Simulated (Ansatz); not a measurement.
Consider a periodic stack without vacuum, fcc Al (1 1 1) on wurtzite AlN (0 0 1) (film strained to the substrate, started from cuts of the bulks and a machine-learned relaxation; slabs Al42N42 and Al36, which can lie off the formulas): substrate slab Al42N42, film Al36, surface cells [[-3, -1], [-2, -3]] and [[0, -3], [3, -3]], film strained by -3.4 and -3.4 %, outermost planes N/Al and Al/Al as cut, which need not be the usual terminations and can put a slab off its formula. Its start:

```
CELL_PARAMETERS angstrom
      8.28187     0.00000     0.00303
      4.14094     7.17231     0.00168
     -2.20852     0.76896    25.51445
ATOMIC_POSITIONS crystal
  Al 0.68905 0.66402 0.07286
  Al 0.26301 0.80196 0.07489
  Al 0.54486 0.37546 0.07030
  Al 0.11289 0.51994 0.07334
  Al 0.40154 0.09214 0.07548
  Al 0.97420 0.23032 0.07551
  Al 0.83474 0.94410 0.07320
  Al 0.95871 0.46035 0.17246
  Al 0.53202 0.60110 0.17171
  Al 0.81417 0.17427 0.17197
  Al 0.38746 0.31883 0.17192
  Al 0.67398 0.88804 0.17239
  Al 0.24520 0.03074 0.17311
  Al 0.10178 0.74537 0.17242
  N  0.71359 0.65338 0.14790
  N  0.28579 0.79485 0.14919
  N  0.56974 0.36739 0.14641
  N  0.14080 0.51056 0.14819
  N  0.42764 0.08218 0.14953
  N  0.99874 0.22382 0.14954
  N  0.85651 0.93796 0.14812
  N  0.91705 0.46941 0.05148
  N  0.49296 0.61938 0.05038
  N  0.78001 0.18274 0.05057
  N  0.34160 0.33264 0.05104
  N  0.63054 0.90887 0.05128
  N  0.20638 0.04360 0.05431
  N  0.06726 0.75630 0.05097
  Al 0.75228 0.63970 0.26992
  Al 0.32453 0.78170 0.26982
  Al 0.60962 0.35410 0.26988
  Al 0.18115 0.49684 0.26996
  Al 0.46691 0.06880 0.26981
  Al 0.03761 0.21119 0.26985
  Al 0.89540 0.92547 0.26994
  Al 0.02165 0.43868 0.36686
  Al 0.59300 0.58161 0.36706
  Al 0.87886 0.15291 0.36696
  Al 0.45041 0.29583 0.36693
  Al 0.73606 0.86735 0.36691
  Al 0.30770 0.00980 0.36680
  Al 0.16477 0.72467 0.36702
  N  0.77637 0.63159 0.34484
  N  0.34825 0.77404 0.34472
  N  0.63377 0.34590 0.34481
  N  0.20518 0.48886 0.34489
  N  0.49100 0.06028 0.34475
  N  0.06219 0.20289 0.34482
  N  0.91955 0.91726 0.34481
  N  0.98310 0.45191 0.24678
  N  0.55511 0.59394 0.24623
  N  0.83950 0.16610 0.24642
  N  0.41163 0.30963 0.24639
  N  0.69769 0.88010 0.24671
  N  0.26909 0.02290 0.24724
  N  0.12591 0.73738 0.24673
  Al 0.81423 0.61887 0.46384
  Al 0.38648 0.76156 0.46468
  Al 0.67203 0.33288 0.46405
  Al 0.24322 0.47616 0.46368
  Al 0.52910 0.04730 0.46397
  Al 0.10069 0.18956 0.46372
  Al 0.95742 0.90443 0.46422
  Al 0.08488 0.41667 0.56409
  Al 0.65835 0.55721 0.56646
  Al 0.94494 0.12995 0.56579
  Al 0.51285 0.27715 0.56535
  Al 0.79785 0.84456 0.56595
  Al 0.37275 0.99010 0.56612
  Al 0.22646 0.70385 0.56600
  N  0.83867 0.61010 0.53979
  N  0.41119 0.75327 0.54108
  N  0.69746 0.32357 0.54000
  N  0.26688 0.46824 0.53957
  N  0.55373 0.04005 0.54000
  N  0.12527 0.18121 0.53967
  N  0.98082 0.89574 0.54046
  N  0.04578 0.43048 0.44228
  N  0.61685 0.57353 0.44247
  N  0.90304 0.14457 0.44236
  N  0.47455 0.28773 0.44231
  N  0.76028 0.85914 0.44233
  N  0.33209 0.00141 0.44230
  N  0.18885 0.71684 0.44250
  Al 0.44045 0.08356 0.66582
  Al 0.10376 0.08582 0.66700
  Al 0.78414 0.08505 0.67629
  Al 0.44822 0.41056 0.66433
  Al 0.11377 0.41673 0.66807
  Al 0.77900 0.42243 0.66644
  Al 0.44303 0.75184 0.66821
  Al 0.11929 0.74631 0.66950
  Al 0.78090 0.75774 0.66683
  Al 0.92660 0.84885 0.76602
  Al 0.58634 0.85220 0.75775
  Al 0.25344 0.85497 0.76364
  Al 0.92729 0.18435 0.77293
  Al 0.58314 0.18649 0.76216
  Al 0.24954 0.18123 0.75799
  Al 0.92217 0.51707 0.75793
  Al 0.58354 0.51200 0.75585
  Al 0.25174 0.51729 0.76183
  Al 0.38863 0.62551 0.85166
  Al 0.06905 0.61015 0.86109
  Al 0.72449 0.60446 0.84379
  Al 0.41001 0.93236 0.88256
  Al 0.05983 0.94725 0.87342
  Al 0.71604 0.95387 0.85123
  Al 0.37412 0.26931 0.85076
  Al 0.05643 0.28329 0.87940
  Al 0.72444 0.27753 0.86025
  Al 0.89079 0.41416 0.97542
  Al 0.48706 0.39414 0.93415
  Al 0.25075 0.33508 0.97462
  Al 0.80970 0.72074 0.93168
  Al 0.46578 0.69216 0.97327
  Al 0.09268 0.75858 0.97277
  Al 0.81861 0.13400 0.97280
  Al 0.55685 0.99867 0.97579
  Al 0.18292 0.04641 0.97548
```

The start was prepared with a machine-learned potential, and the result is one local minimum, with the in-plane cell held and forces under 0.04 eV/Å; the film can end far from its bulk form.

Computed with PBE (plane waves to 420 eV, PAW; Ansatz, a program for electronic structure). Spin–orbit coupling is left out; the runs are not spin-polarised; PBE gaps are too small against experiment. Its k-point mesh 4×4×1, Fermi–Dirac width 0.05 eV.

Predict the relaxed interface.

The interface area is 59.4 Å² and the period is 26.06 Å. The heights between the nearest atoms of the two slabs at the two interfaces is 2.41 and 1.75 Å. The Al–Al contacts across the interfaces within 1.22 times the sum of covalent radii is 8, mean 2.85 Å, the Al–N contacts across the interfaces within 1.22 times the sum of covalent radii is 7, mean 1.95 Å and the estimate of the barrier is withheld, since the two interfaces are unlike.
